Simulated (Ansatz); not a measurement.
Data:

End structure of a constructed model of the (111) surface of fcc Pt, (√3x√3)R30° layer of Te, one a cell, on the site that continues the host's stacking (bottom of the slab: a bare face, its two planes held):

```
CELL_PARAMETERS angstrom
      4.21082     2.43112     0.00000
     -4.21082     2.43112     0.00000
      0.00000     0.00000    30.00000
ATOMIC_POSITIONS crystal
  Pt 0.00000 0.66667 0.26972
  Pt 0.33333 0.33333 0.26972
  Pt 0.66667 0.00000 0.26972
  Pt 0.00000 0.33333 0.34612
  Pt 0.33333 0.00000 0.34612
  Pt 0.66667 0.66667 0.34612
  Pt 0.00000 0.00079 0.42213
  Pt 0.33412 0.66667 0.42213
  Pt 0.66588 0.33255 0.42213
  Pt 0.00000 0.66667 0.49816
  Pt 0.33333 0.33333 0.49852
  Pt 0.66667 0.00000 0.49852
  Pt 0.00000 0.33073 0.57523
  Pt 0.33594 0.00261 0.57523
  Pt 0.66406 0.66667 0.57523
  Pt 0.00000 0.01151 0.65290
  Pt 0.34484 0.66667 0.65290
  Pt 0.65516 0.32183 0.65290
  Te 0.00000 0.66667 0.71848
```

Slab: 19 atoms, 13.8 Å thick at the start; k 9x9x1, smearing 0.1 eV, dipole-corrected; 6 atoms held, the rest relaxed; start symmetry kept, larger cells not searched; no spin, no spin-orbit, no U. It is one candidate, not shown to be the stable structure of the face.

**Question.** Predict the work function of the top face from PBE run with Ansatz (a quantum-chemistry and plane-wave program).

**Answer.** 4.04 eV
